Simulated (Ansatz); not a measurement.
A constructed model of the (111) surface of fcc Ir, (√3x√3)R30° surface alloy, Pd on one Ir site of the top plane (bottom of the slab: a bare face, its two planes held)

Level of theory: PBE (plane waves to 420 eV, PAW; Ansatz, an electronic-structure program).

Set-up: 18 atoms, 11.2 Å thick at the start with caps and adatoms (thin: gaps and levels are the slab's own); mesh 9x9x1; 0.1 eV smearing; dipole correction on; 6 atoms held, the rest relaxed; symmetry of the start imposed; no spin, no spin-orbit, no U. It is one candidate, not shown to be the stable structure of the face.

| Quantity | Value |
|---|---|
| work function of the top face | 5.36 eV |
| energy released by relaxation | 0.11 eV |
| cost | roughly 8 core-minutes |
